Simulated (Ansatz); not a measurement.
Start from BaTiO3 (space group P4mm, No. 99; a = 3.985 Å, c = 4.204 Å). Axes: x, y, z lie along a, b, c of the conventional cell.

(Cell as relaxed with PBE.)

Levels (all Ansatz, a program for electronic structure, PAW, earlier PAW set): PBE (420 eV, no spin-orbit coupling); PBEsol (420 eV, no spin-orbit coupling).

Each level relaxes its own structure.

| base | PBE | PBEsol |
|---|---|---|
| volume per atom | 13.35 Å³ | 12.66 Å³ |
| lattice parameter a | 3.985 Å | 3.955 Å |
| band gap | 1.85 eV | 1.85 eV |

It is then changed as follows: compressive biaxial strain of 1.40 % in the plane normal to [001], as in epitaxy on a mismatched substrate; the out-of-plane cell vector and the atoms relax.

| quantity | PBE | PBEsol |
|---|---|---|
| band gap | 1.88 eV | 1.88 eV |
| energy relative to the base (free energy F) | +3.6 meV/atom | +4.7 meV/atom |
| shift of the gap caused by the change | +0.03 eV | +0.03 eV |
| volume per atom | 13.37 Å³ | 12.56 Å³ |

PBE's energy relative to the base lies 1.1 meV/atom below PBEsol's; PBE's volume per atom lies 0.805 Å³ above PBEsol's (6.4 %); the two agree on the band gap and shift of the gap caused by the change. Neither level is exact; PBEsol is the comparison here, not a measurement.

Gaps are read on the SCF mesh and a high-symmetry path. Stability against distortions was not tested. The final runs are not spin-polarised.
